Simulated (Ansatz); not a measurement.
## Pressure series in KTaO3

The parent structure is KTaO₃ in the cubic perovskite structure (space group Pm-3m, No. 221; a = 4.023 Å).

Cell and atoms are relaxed at each pressure.

Computed with PBE (Ansatz, a program for electronic structure), no spin-orbit coupling, earlier PAW set.

| variant | band gap | volume per atom | smallest direct gap |
|---|---|---|---|
| base | 2.17 eV | 13.02 Å³ | 2.81 eV |
| pressure −2 GPa | 2.15 eV | 13.16 Å³ | 2.78 eV |
| pressure −1 GPa | 2.16 eV | 13.09 Å³ | 2.80 eV |
| pressure 1.8 GPa | 2.19 eV | 12.90 Å³ | 2.82 eV |
| pressure 4.2 GPa | 2.22 eV | 12.75 Å³ | 2.85 eV |
| pressure 9 GPa | 2.27 eV | 12.47 Å³ | 2.89 eV |
| pressure 18 GPa | 2.35 eV | 12.03 Å³ | 2.94 eV |
| pressure 30 GPa | 2.44 eV | 11.54 Å³ | 2.99 eV |
| pressure 45 GPa | … | … | 3.02 eV |
| pressure 60 GPa | 2.59 eV | 10.63 Å³ | 3.02 eV |

**Question.** What belongs in the blanks?

**Answer.** 
- pressure 45 GPa, band gap: 2.52 eV
- pressure 45 GPa, volume per atom: 11.04 Å³

With Ta present, leaving out spin-orbit coupling can change the band edges. Load acts through the strain it causes; cell and atoms are relaxed under it. No phonon test of stability was made. No other phases were tried under pressure.
